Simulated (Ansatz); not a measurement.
The starting structures come from a database of crystals and need not be the phases stable at ambient conditions.

By PBEsol, the system below comes out a metal.

```yaml
crystal:
  lattice:
    - [2.88156, 0.00000, 0.00000]
    - [-1.44078, 2.49550, 0.00000]
    - [1.44078, 0.83183, 4.85203]
  atoms:
    - { symbol: Mo, position: [0.51422, 0.75711, 0.72867] }
    - { symbol: Mo, position: [0.48578, 0.24289, 0.27133] }
    - { symbol: N, position: [0.00000, 0.00000, 0.00000] }
```

Space group of this cell: R-3m. The cell is strained (lengths along the current scaled by 0.97, ions clamped); by PBEsol its mean pressure is 3.3 GPa.

The current flows along the normal of the first two printed cell vectors, the (001) (indices of the unstrained crystal) plane of the conventional cell. No spin-orbit coupling; the value is a mean over 0.1 eV about the Fermi level.

Task: Predict the ballistic conductance per area from PBEsol (Ansatz, a quantum-chemistry and plane-wave program).

Result: 0.70 × 10¹⁵ S/m² for both spins.
